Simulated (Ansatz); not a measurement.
For SnO (model structure, started from the CsCl type, Pm-3m, No. 221, 2 atoms in the cell), PBE-D3(BJ) (Ansatz, a quantum-chemistry and plane-wave program, plane waves, PAW) gives:

| Item | Result |
|---|---|
| lattice constant a | 3.104 Å |
| formation enthalpy | -0.593 eV/atom |

What does r²SCAN (plane waves, PAW; Ansatz) give for the same quantities?


- lattice constant a: 3.102 Å (is nearly the same)
- formation enthalpy: -0.473 eV/atom (moves by +0.120 eV/atom)

Changes are worked out from the printed values.

Unless a cell is named, each level is at its own relaxed cell (PBE-D3(BJ) 14.95, r²SCAN 14.92 Å³/atom).

Levels without +SOC leave out spin–orbit coupling, which shifts energies and cells of such heavy elements.

Ansatz's density-functional and Hartree–Fock values are scalar-relativistic unless marked +SOC, with PAW data made under PBE.

A model structure was made by putting elements into a prototype or built by hand; it is no filed structure, need not be a known phase, and can be a saddle point held by its symmetry.
